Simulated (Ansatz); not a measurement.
We consider AlN₂H₆F₃ (C2/m, No. 12, 12 atoms in the cell; start mp-1228986), described by r²SCAN (Ansatz, a program for electronic structure, PAW).

Numerical settings: plane-wave cutoff 560 eV, 10×10×8 k mesh (along the axes of the cell as run), Fermi–Dirac smearing 0.01 eV, scalar-relativistic PAW data made under PBE.

Cell (relaxed with PBE-D3(BJ)):

Space group C2/m (No. 12); a = 9.744 Å, b = 3.796 Å, c = 6.946 Å, α = γ = 90.00°, β = 131.61°

```csv
atom,site,symmetry,x,y,z
Al,2a,2/m,0.0000,0.0000,0.0000
H,4i,m,0.3264,0.0000,0.4544
H,8j,1,0.3346,0.2123,0.2568
N,4i,m,0.2752,0.0000,0.2696
F,4i,m,0.0129,0.0000,0.7539
F,2b,2/m,0.0000,0.5000,0.0000
```
(The calculation used a cell of 12 atoms; values per cell refer to that cell.)

### Question
Estimate the band gap that the calculation returns.

### Answer

- band gap: 6.72 eV (direct)

Note: cell and atoms aren't relaxed at this level (largest force component 0.25 eV/Å, pressure -2.6 GPa).

A start named mp-… is a Materials Project structure, which need not be a measured phase.
